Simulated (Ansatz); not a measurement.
System: L1₀ (CuAu-type) TiAl. Method: BLYP (Ansatz, a program for electronic structure, PAW).

Run with plane-wave cutoff 520 eV, 22×22×16 k mesh (along the axes of the cell as run), Fermi–Dirac smearing 0.037 eV (set by the program), no spin polarisation, scalar-relativistic PAW data made under PBE.

Computed at the level's own relaxed cell.

Hill averages of the elastic tensor: K = 103.2 GPa, G = 61.0 GPa. Volume 16.685 Å³/atom, mean atomic mass 37.424 u.

Q: Work out the density, the sound velocities of a polycrystal and the elastic Debye temperature, and Pugh's ratio at this level.

A: ρ = 1.66054 × 37.424/16.685 = 3.725 g/cm³. v_l = √[(K + 4G/3)/ρ] = 7.038 km/s and v_t = √(G/ρ) = 4.047 km/s. The mean follows from 3/v_m³ = 1/v_l³ + 2/v_t³: v_m = 4.495 km/s. Θ_D = (ħ/k_B) v_m (6π²/V)^(1/3) = 76.38 K Å s/km × 4.495 × 1.5254 Å⁻¹ = 524 K, counting all atoms of the cell. K/G = 1.69, to be set beside Pugh's rough bound of 1.75 between brittle and ductile metals.
